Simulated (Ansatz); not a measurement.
**Pressure series in hypothetical anti-perovskite Mg3PbO**

Take Mg3PbO in the anti-perovskite structure (space group Pm-3m, No. 221; a = 4.4341 Å; a hypothetical phase, not in the database extracts checked) as the base.

Cell and atoms are relaxed at each pressure.

Level of theory: PBE, PAW, 420 eV (Ansatz, a quantum-chemistry and plane-wave program; no SOC).

| P (GPa) | V (Å³/atom) |
|---|---|
| -2.00 | 18.034 |
| -1.00 | 17.721 |
| 0.29 | 17.355 |
| 0.69 | 17.251 |
| 1.48 | 17.051 |
| 3.00 | 16.702 |
| 5.00 | 16.292 |
| 7.50 | 15.844 |
| 10.00 | 15.451 |

A third-order Birch–Murnaghan fit to these points gives V₀ = 17.43 Å³/atom, B₀ = 64 GPa and B₀′ = 4.3. At pressure 10 GPa the volume is 88.6 % of V₀.

Load acts through the strain it causes; cell and atoms are relaxed under it. Whether these cells are dynamically stable was not tested. No other phases were tried under pressure. The final runs are not spin-polarised.
